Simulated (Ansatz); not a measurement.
Cost and result by functional for the adsorption energy of SiH3 on the 1x1 (100) surface of fcc Cu, one in a 2x2 cell, started at the site 'bridge Cu-Cu (span 2.6 Å)', in Ansatz (plane waves, PAW). Single points on the PBE structure, on one kind of machine; costs are rough ratios of the slab run's core time (references not counted) to the cheapest single point. r2SCAN's cost holds its higher cutoff (500 against 420 eV). Differences are taken against r2SCAN for comparison alone: no measured value is at hand, so the table doesn't rank accuracy.

Model: 20-atom slab, 5.3 Å thick at the start under the adsorbate (thin: gaps and levels are the slab's own), 6x6x1 mesh, Fermi-Dirac 0.1 eV, dipole correction, 8 atoms held, the rest relaxed; held to the start's symmetry, so lower structures may exist; spin-polarised, no spin-orbit, no U, no dispersion correction. The starting moment vanished. At the end it is bonded to 4 Cu. In PBE it is, or lies within 0.03 eV of, the lowest of the starts that converged. These notes are the PBE run's. r2SCAN: The program's check for a lower electronic state was not made. Adsorption energies are against SiH4(g) − ½ H2(g). A negative adsorption energy means that the adsorbate is more stable on the surface than in its reference.

```tsv
functional	relative cost	adsorption energy (eV)	less r2SCAN (eV)
RPBE	1	-0.20	0.66
r2SCAN	2	-0.86	0.00
PBE (the relaxed run's value)	–	-0.63	0.23
```

The values span 0.66 eV, while the single points' costs differ by a factor of roughly 2. Differences are of unrounded values.

Ansatz is a program for electronic structure.
